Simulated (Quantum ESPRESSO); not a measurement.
A self-consistent single point of TiNb (Cmmm, 2 atoms in the cell) with Quantum ESPRESSO.

Method of the run: PBEsol, SSSP 1.1.2 efficiency (PBE) pseudopotentials (plane waves; Quantum ESPRESSO 7.5).

The change in words: lattice scaled by 0.98. Reference geometry:
```yaml
crystal:
  lattice:
    - [1.64101, -2.31805, 0.00000]
    - [1.64101, 2.31805, 0.00000]
    - [0.00000, 0.00000, 4.64595]
  atoms:
    - { symbol: Ti, position: [0.50000, 0.50000, 0.50000] }
    - { symbol: Nb, position: [0.00000, 0.00000, 0.00000] }
```

Reference input (self-consistent single point, DFT, PBEsol, plane waves, SSSP 1.1.2 efficiency (PBE) pseudopotentials): ecutwfc = 50 Ry; ecutrho = 400 Ry; occupations = smearing; smearing = gauss; degauss = 0.019992 Ry; input_dft = pbesol; potentials = {Ti: ti_pbe_v1.4.uspp.F.UPF, Nb: Nb.pbe-spn-kjpaw_psl.0.3.0.UPF}; K_POINTS = automatic 12 12 7 0 0 0; conv_thr = 1e-10 Ry; mixing_beta = 0.7. This run's input differs from it in these lines:

```diff
@@ -31,5 +31,5 @@
 CELL_PARAMETERS angstrom
-   1.6410050000    -2.3180450000     0.0000000000
-   1.6410050000     2.3180450000     0.0000000000
-   0.0000000000     0.0000000000     4.6459500000
+   1.6081850000    -2.2716840000     0.0000000000
+   1.6081850000     2.2716840000     0.0000000000
+   0.0000000000     0.0000000000     4.5530310000
```

Output (repeated stretches shortened):

```
     Self-consistent Calculation

     iteration #  1     ecut=    50.00 Ry     beta= 0.70

     negative rho (up, down):  1.724E-04 0.000E+00

     total energy              =    -444.59676797 Ry
     estimated scf accuracy    <       6.27918682 Ry

     iteration #  2     ecut=    50.00 Ry     beta= 0.70

     negative rho (up, down):  3.182E-04 0.000E+00

     total energy              =    -448.01747782 Ry
     estimated scf accuracy    <      27.21519688 Ry

     iteration #  3     ecut=    50.00 Ry     beta= 0.70

     negative rho (up, down):  3.641E-04 0.000E+00

     total energy              =    -449.53910952 Ry
     estimated scf accuracy    <       4.47202880 Ry

   [... 14 blocks of this kind left out ...]

     iteration # 18     ecut=    50.00 Ry     beta= 0.70

     negative rho (up, down):  5.126E-04 0.000E+00

     total energy              =    -449.16034041 Ry
     estimated scf accuracy    <          3.6E-10 Ry

     iteration # 19     ecut=    50.00 Ry     beta= 0.70

     negative rho (up, down):  5.126E-04 0.000E+00
     End of self-consistent calculation

     Number of k-points >= 100: set verbosity='high' to print the bands.

     the Fermi energy is    16.6384 ev

!    total energy              =    -449.16034042 Ry
     estimated scf accuracy    <          2.0E-11 Ry
     smearing contrib. (-TS)   =      -0.00869302 Ry
     internal energy E=F+TS    =    -449.15164740 Ry

     convergence has been achieved in  19 iterations

     negative rho (up, down):  5.126E-04 0.000E+00

     Forces acting on atoms (cartesian axes, Ry/au):

     atom    1 type  1   force =     0.00000000    0.00000000    0.00000000
     atom    2 type  2   force =     0.00000000    0.00000000    0.00000000

     Total force =     0.000000     Total SCF correction =     0.000000

     negative rho (up, down):  5.126E-04 0.000E+00
          total   stress  (Ry/bohr**3)                   (kbar)     P=       29.67
   0.00019925  -0.00000000   0.00000000           29.31       -0.00        0.00
  -0.00000000   0.00023098   0.00000000           -0.00       33.98        0.00
   0.00000000   0.00000000   0.00017488            0.00        0.00       25.73

   JOB DONE.
```

The run converged in 19 iterations. Against the reference run the free energy drops by 8.3 meV/atom and the pressure goes from -5.66 to 2.97 GPa.

The starting cell comes from a database of computed structures (which also holds hypothetical and non-ambient phases and stackings), without a prior relaxation at this level. For this run, on top of that: lattice scaled by 0.98. Spin polarisation is off.

Cost on one core of a shared machine: roughly 50 s.
